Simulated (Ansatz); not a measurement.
**Response to strain in KCl**

The reference is KCl in the rock salt structure (space group Fm-3m, No. 225; a = 6.243 Å).

Strains are applied to the cell and any free atomic positions relax.

All numbers come from PBEsol (Ansatz, a program for electronic structure; PAW; 420 eV plane waves; spin-orbit coupling left out).

Candidates:
(a) isotropic strain −0.50 %
(b) isotropic strain −2.50 %
(c) isotropic strain −1.00 %

For the base:

The band gap is 5.10 eV.

Task: Order them by band gap, lowest first.

Result: (a) isotropic strain −0.50 % (5.15 eV), (c) isotropic strain −1.00 % (5.20 eV), (b) isotropic strain −2.50 % (5.36 eV)

Whether these cells are dynamically stable was not tested.
